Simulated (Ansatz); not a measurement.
SrO: response to strain

Take SrO in the rock salt structure (space group Fm-3m, No. 225) as the base.

```
SrO
1.0
    0.00000     2.56121     2.56121
    2.56121     0.00000     2.56121
    2.56121     2.56121     0.00000
Sr O
1 1
Direct
  0.00000   0.00000   0.00000
  0.50000   0.50000   0.50000
```

Cartesian axes are those of the cell as printed.

Strains are applied to the cell and any free atomic positions relax; under biaxial strain the out-of-plane vector relaxes too.

The values are results of PBEsol in Ansatz (plane waves to 420 eV, PAW, no spin-orbit coupling), not measurements.

Notes on the quantities. pressure: mean of the normal stresses, compression positive; energy relative to the base: free energy F.

```csv
case,out-of-plane strain,pressure,energy relative to the base,band gap
base,–,0.00 GPa,0 meV/atom,3.20 eV
"biaxial strain −3.00 %, plane normal [001], relaxed out of plane",+1.71 %,5.09 GPa,+22 meV/atom,3.05 eV
"biaxial strain −2.50 %, plane normal [001], relaxed out of plane",+1.41 %,4.09 GPa,+15 meV/atom,3.08 eV
"biaxial strain −2.00 %, plane normal [001], relaxed out of plane",+1.11 %,3.17 GPa,+9.4 meV/atom,3.10 eV
"biaxial strain −1.50 %, plane normal [001], relaxed out of plane",+0.82 %,2.29 GPa,+5.2 meV/atom,3.12 eV
"biaxial strain −1.00 %, plane normal [001], relaxed out of plane",+0.54 %,1.47 GPa,+2.2 meV/atom,3.15 eV
"biaxial strain −0.50 %, plane normal [001], relaxed out of plane",+0.27 %,0.71 GPa,+0.5 meV/atom,3.17 eV
"biaxial strain +1.00 %, plane normal [001], relaxed out of plane",-0.52 %,-1.29 GPa,+2.1 meV/atom,3.13 eV
"biaxial strain +1.50 %, plane normal [001], relaxed out of plane",-0.77 %,-1.87 GPa,+4.6 meV/atom,3.10 eV
"biaxial strain +2.00 %, plane normal [001], relaxed out of plane",-1.02 %,-2.40 GPa,+8.0 meV/atom,3.07 eV
```

Gaps are Kohn–Sham eigenvalue differences; semilocal functionals usually give less than the measured gap. Stability against distortions was not tested.

Ansatz is a first-principles code.
